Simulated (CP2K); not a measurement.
A self-consistent single point of GaCuGeSe4 (I-4, 7 atoms in the cell) with CP2K.

Method: PBEsol, GPW, TZVP-MOLOPT-SR-GTH basis, GTH-PBE potentials (GTH_POTENTIALS) (CP2K).

The change in words: lattice scaled by 0.98. Reference geometry:
```
GaCuGeSe4
1.0
    6.66164     0.00000     0.00000
    2.11013     6.31860     0.00000
   -4.38588    -3.15930     3.89361
Ga Cu Ge Se
1 1 1 4
Direct
  0.50000   0.50000   0.00000
  0.25000   0.75000   0.50000
  0.75000   0.25000   0.50000
  0.11400   0.11832   0.47142
  0.88168   0.35310   0.99568
  0.64690   0.64258   0.52858
  0.35742   0.88600   0.00432
```

Reference input (self-consistent single point, DFT PBEsol, GPW, TZVP-MOLOPT-SR-GTH basis, GTH-PBE potentials (GTH_POTENTIALS)): CUTOFF = 600 Ry; REL_CUTOFF = 60 Ry; KPOINTS/SCHEME = MONKHORST-PACK 3 3 3; XC_FUNCTIONAL = PBE:PBESOL; Ga/BASIS_SET = TZVP-MOLOPT-SR-GTH; Ga/POTENTIAL = GTH-PBE-q13; Cu/BASIS_SET = TZVP-MOLOPT-SR-GTH; Cu/POTENTIAL = GTH-PBE-q11; Ge/BASIS_SET = TZVP-MOLOPT-SR-GTH; Ge/POTENTIAL = GTH-PBE-q4; Se/BASIS_SET = TZVP-MOLOPT-SR-GTH; Se/POTENTIAL = GTH-PBE-q6. This run's input differs from it in these lines:

```diff
@@ -62,5 +62,5 @@
     &CELL
-      A 6.66163500 0.00000000 0.00000000
-      B 2.11013400 6.31860100 0.00000000
-      C -4.38588400 -3.15930000 3.89361300
+      A 6.52840200 0.00000000 0.00000000
+      B 2.06793100 6.19222900 0.00000000
+      C -4.29816600 -3.09611400 3.81574100
       PERIODIC XYZ
```

Output (repeated stretches shortened):

```
 SCF WAVEFUNCTION OPTIMIZATION

  Step     Update method      Time    Convergence         Total energy    Change
     1 NoMix/Diag. 0.40E+00      -     0.81590249      -164.4329255907 -1.64E+02
     2 Broy./Diag. 0.40E+00      -     0.19085222      -165.5105646006 -1.08E+00
     3 Broy./Diag. 0.40E+00      -     0.03168974      -163.6098131097  1.90E+00
     4 Broy./Diag. 0.40E+00      -     0.07915940      -163.9654059518 -3.56E-01
     5 Broy./Diag. 0.40E+00      -     0.02195792      -164.2977279468 -3.32E-01
     6 Broy./Diag. 0.40E+00      -     0.00523410      -164.0052440841  2.92E-01
   [... 9 lines left out ...]
    16 Broy./Diag. 0.40E+00      -     0.00000065      -164.0668030158 -1.73E-05
    17 Broy./Diag. 0.40E+00      -     0.00000081      -164.0668185277 -1.55E-05
    18 Broy./Diag. 0.40E+00      -     0.00000016      -164.0668212635 -2.74E-06
    19 Broy./Diag. 0.40E+00      -     0.00000006      -164.0668218596 -5.96E-07
  *** SCF run converged in    19 steps ***

  Overlap energy of the core charge distribution:               0.00000013133944
  Self energy of the core charge distribution:               -249.70534954408043
  Core Hamiltonian energy:                                     70.99231631075591
  Hartree energy:                                              41.74019404581549
  Exchange-correlation energy:                                -27.09398280342965

  Total energy:                                              -164.06682185959923

 ENERGY| Total FORCE_EVAL ( QS ) energy [hartree]           -164.066821472485032

 FORCES| Atomic forces [hartree/bohr]
 FORCES|   Atom     x               y               z               |f|
 FORCES|      1 -1.19463232E-07 -1.13043866E-07  1.36366491E-06   1.37354736E-06
   [... lines left out ...]

 STRESS| Analytical stress tensor [bar]
 STRESS|                        x                   y                   z
 STRESS|      x        5.55407437904E+04  -1.24225330055E+03  -6.10726014073E+00
 STRESS|      y       -1.24225330055E+03   5.63720151468E+04  -4.36967332116E+00
 STRESS|      z       -6.10726014073E+00  -4.36967332116E+00   5.72689166860E+04
 STRESS| 1/3 Trace                                             5.63938918744E+04
```

The run converged in 19 iterations. Against the reference run the free energy rises by 27.2 meV/atom, the pressure goes from 0.94 to 5.64 GPa, the largest force goes from 0.421 to 0.831 eV/Å and the gap on the mesh goes from 0.794 to 1.042 eV.

The starting cell comes from a database of computed structures (which also holds hypothetical and non-ambient phases and stackings), without a prior relaxation at this level. For this run, on top of that: lattice scaled by 0.98. Values carry the incompleteness of an atom-centred basis. The potentials were made for another functional than the one used. With a pressure of about 6 GPa the cell is away from its equilibrium volume at this level.

Cost on one core of a shared machine: roughly 2 min.
